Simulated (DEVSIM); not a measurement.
Schottky contact on p-type GaAs

Device: Schottky contact on p-type GaAs, at 300 K.

| layer (left to right) | material | thickness (μm) | Na (cm⁻³) | τn (s) | τp (s) |
|---|---|---|---|---|---|
| 1 | GaAs | 3.70 | 2.9e16 | 9.4e-10 | 9.4e-10 |

Left contact: Schottky, work function 4.354 eV, emission velocity 1.8e6 cm/s. Right contact: ohmic. Voltage is applied to the left contact. Recombination: SRH at mid-gap, radiative, Auger. Mobility is μmin + (μ − μmin)/(1 + (N/Nref)^α).

The device is made up for the run: typed textbook-type constants, with dimensions and the other settings drawn at random. Values at 300 K.

| parameter | GaAs |
|---|---|
| gap (eV) | 1.424 |
| affinity (eV) | 4.07 |
| permittivity | 12.9 |
| Nc (cm⁻³) | 4.7e17 |
| Nv (cm⁻³) | 9e18 |
| μn (cm²/Vs) | 8500 |
| μp (cm²/Vs) | 400 |
| μn,min | 500 |
| μp,min | 20 |
| Nref,n | 6e16 |
| Nref,p | 1.5e17 |
| αn | 0.39 |
| αp | 0.38 |
| B (cm³/s) | 2e-10 |
| Cn (cm⁶/s) | 1e-30 |
| Cp (cm⁶/s) | 1e-30 |

Model (solved in DEVSIM): 1D drift-diffusion, Boltzmann statistics, complete ionisation; no tunnelling, impact ionisation, image-force lowering or self-heating. Metal contacts follow the ideal Schottky-Mott rule: no Fermi-level pinning, no interface dipoles.

Potential step across the device at zero bias: 0.992 V
Largest field in the device at zero bias: 88000 V/cm
Dark forward voltage at 1 A/cm²: 0.763 V
Dark forward voltage at 100 A/cm²: 0.916 V

Dark reverse current:

```tsv
V (V)	J (A/cm²)
0.20	6.1e-10
0.50	1.3e-9
1.00	2.2e-9
1.50	3.0e-9
2.00	3.7e-9
3.00	4.9e-9
4.00	5.9e-9
5.00	6.9e-9
6.50	8.2e-9
8.00	9.3e-9
10.00	1.1e-8
```

Dark forward current:

```csv
V (V),J (A/cm²)
-0.05,-4.3e-10
-0.15,-4.3e-9
-0.30,-1.1e-7
-0.40,-1.5e-6
-0.55,-0.00030
-0.65,-0.013
-0.75,-0.62
-0.90,-77
-1.00,-290
-1.10,-570
-1.25,-1000
-1.35,-1300
-1.50,-1800
-1.60,-2100
```
